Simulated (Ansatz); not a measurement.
SiN2 (model structure, Pa-3, No. 205, 12 atoms in the cell) was calculated with r²SCAN in Ansatz (PAW).

Numerical settings: plane-wave cutoff 560 eV, 8×8×8 k mesh, Fermi–Dirac smearing 0.01 eV, scalar-relativistic PAW data made under PBE.

Cell (relaxed with PBEsol):

```
N2Si
1.0
    4.44116     0.00000     0.00000
    0.00000     4.44116     0.00000
    0.00000     0.00000     4.44116
Si N
4 8
Direct
  0.00000   0.50000   0.50000
  0.50000   0.00000   0.50000
  0.00000   0.00000   0.00000
  0.50000   0.50000   0.00000
  0.59484   0.90516   0.09484
  0.09484   0.59484   0.90516
  0.59484   0.59484   0.59484
  0.40516   0.40516   0.40516
  0.90516   0.09484   0.59484
  0.90516   0.40516   0.09484
  0.09484   0.90516   0.40516
  0.40516   0.09484   0.90516
```

Question: Estimate the band gap, smallest direct gap on the k points sampled and Γ–Γ gap that the calculation returns.

Answer: 
- band gap: 5.80 eV (indirect)
- smallest direct gap on the k points sampled: 6.42 eV
- Γ–Γ gap: 6.60 eV

Note: the relaxation could raise the start's symmetry but not lower it, so the cell can be a saddle point; cell and atoms aren't relaxed at this level (largest force component 0.20 eV/Å).

Computed values are for the static lattice.

Cost on a shared machine: very roughly 21 core-seconds.

A model structure was made by putting elements into a prototype or built by hand; it is no filed structure, need not be a known phase, and can be a saddle point held by its symmetry.

Ansatz is an electronic-structure program.
